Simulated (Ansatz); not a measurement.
# A computed series for ZnCu: response to strain

The parent structure is ZnCu in the CsCl type structure (space group Pm-3m, No. 221; a = 2.964 Å; relaxed with 0.1 eV smearing).

Strains are applied to the cell and any free atomic positions relax.

Computed with Ansatz (an electronic-structure program) PBE, no spin-orbit coupling.

Candidates:
(a) isotropic strain −0.50 %
(b) isotropic strain −3.00 %
(c) isotropic strain +2.50 %

Notes on the quantities. energy relative to the base: free energy F.

### Question
Order them by energy relative to the base, lowest first.

### Answer
(a) isotropic strain −0.50 % (+1.1 meV/atom), (c) isotropic strain +2.50 % (+24 meV/atom), (b) isotropic strain −3.00 % (+43 meV/atom)

Whether these cells are dynamically stable was not tested. The final runs are not spin-polarised.
